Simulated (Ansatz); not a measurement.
Consider MoTe2 (space group P6_3/mmc, No. 194; a = 3.4966 Å, c = 13.6959 Å; layered, stacked along the Cartesian z axis).

Computed with PBE-D3(BJ), PAW, 420 eV (Ansatz, a first-principles code; no spin-orbit coupling).

Base values:

| Item | Result |
|---|---|
| Pressure | 0.0 kbar |
| Band gap | 0.60 eV |
| Valence-band top at Γ | 0.00, -0.18, -1.01 eV |

Now apply this change: an isotropic linear strain of +0.60 %, atoms relaxed at fixed cell.

Q: Predict the new largest internal atomic displacement.

A: The largest internal atomic displacement is 0.017 Å.

Q: How does this affect the pressure?

A: The pressure (mean of the normal stresses, compression positive) goes from zero to -8.6 kbar.

Q: Predict the new band gap.

A: The band gap rises by 0.03 eV (0.60 eV → 0.63 eV).

Q: Estimate the effect on the valence-band top at Γ.

A: The valence-band top at Γ (three highest levels, from the VBM) changes from 0.00, -0.18, -1.01 eV to 0.00, -0.21, -1.04 eV.

With Te present, leaving out spin-orbit coupling can change the band edges. Whether these cells are dynamically stable was not tested. The D3 term's C6 switches between coordination references near this geometry, which can add small steps to energies.
